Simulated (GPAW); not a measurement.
Input and output of a self-consistent single point for CoAl (P1, 2 atoms in the cell) (GPAW).

Level of theory: PBEsol, GPAW PAW datasets PBEsol (made by gpaw-setup) (plane waves; GPAW).

```
CELL_PARAMETERS angstrom
      2.86000     0.00000     0.00000
      0.00000     2.86000     0.00000
      0.00000     0.00000     2.86000
ATOMIC_POSITIONS crystal
  Al 0.49913 0.50152 0.49022
  Co 0.00087 0.99848 0.00978
```

Reference input (self-consistent single point, DFT PBE, plane waves, GPAW PAW datasets PBE (gpaw-data 1.0.1)): mode = pw; ecut = 800 eV; xc = PBE; kpts = 8 8 8; mesh shift (steps) = 0 0 0; occupations.name = methfessel-paxton; occupations.width = 0.136 eV; occupations.order = 0; nbands = -6; convergence.density = 1e-05 e/electron; convergence.energy = 1e-05 eV/electron; symmetry.symmorphic = false. This run's input differs from it in these lines:

```diff
@@ -13,3 +13,3 @@
 calc = GPAW(mode=PW(800),
-            xc='PBE',
+            xc='PBEsol',
             kpts={'size': (8, 8, 8), 'gamma': True},
```

Its files differ too (potentials: GPAW PAW datasets PBEsol (made by gpaw-setup)).

Log, with long lists cut:

```
     iter     time        total  log10-change:
                         energy   eigst   dens
iter:   1 --:--:--   -14.362735
iter:   2 --:--:--   -14.324451   -0.63  -1.27
iter:   3 --:--:--   -14.280704   -1.62  -1.29
iter:   4 --:--:--   -14.316714   -1.60  -1.33
iter:   5 --:--:--   -14.273948   -1.60  -1.55
iter:   6 --:--:--   -14.252732   -2.82  -1.89
iter:   7 --:--:--   -14.248504   -3.20  -2.11
iter:   8 --:--:--   -14.248477   -4.91  -2.96
iter:   9 --:--:--   -14.248459c  -5.04  -3.03
iter:  10 --:--:--   -14.248464c  -6.06  -3.48
iter:  11 --:--:--   -14.248466c  -7.26  -3.93
iter:  12 --:--:--   -14.248466c  -7.39  -4.00
iter:  13 --:--:--   -14.248466c  -7.54c -4.18
iter:  14 --:--:--   -14.248463c  -7.43c -4.31
iter:  15 --:--:--   -14.248463c  -8.51c -5.24c
Converged after 15 iterations.

Dipole moment: (-0.047420, 0.083090, -0.532209) |e|*Ang

Energy contributions relative to reference atoms: (reference = -44458.988219)

Kinetic:        +15.651200
Potential:      -10.924968
External:        +0.000000
XC:             -18.885679
Entropy (-ST):   -0.010359
Local:           -0.083836
SIC:             +0.000000
--------------------------
Free energy:    -14.253643
Extrapolated:   -14.248463

Showing only first 2 kpts
 Kpt  Band  Eigenvalues  Occupancy
  0     4      9.09750    2.00000
  0     5      9.09760    2.00000
  0     6     15.77362    0.00000
  0     7     15.77466    0.00000

  1     4      8.94584    2.00000
  1     5      9.11087    2.00000
  1     6     13.72698    0.00000
  1     7     16.17922    0.00000

Fermi level: 9.87016

No gap
No difference between direct/indirect transitions
Energy (eV): -14.248463

Forces in eV/Ang:
  0 Al    0.03528   -0.06181    0.39330
  1 Co   -0.03526    0.06177   -0.39304

Stress tensor:
     0.034591     0.000045    -0.000288
     0.000045     0.034609     0.000505
    -0.000288     0.000505     0.035673
Stress (GPa, Voigt): [ 5.5421  5.545   5.7155  0.0808 -0.0461  0.0073]
```

The run converged in 15 iterations. GPAW prints stress with tension positive. Against the reference run the pressure goes from -0.24 to -5.60 GPa and the largest force goes from 0.412 to 0.400 eV/Å.

The starting cell has typed, rounded lattice constants, without a prior relaxation at this level. Its atoms were displaced at random from the sites of space group no. 221. Spin polarisation is off. With a pressure of about -6 GPa the cell is away from its equilibrium volume at this level.

Cost on one core of a shared machine: roughly 30 s.
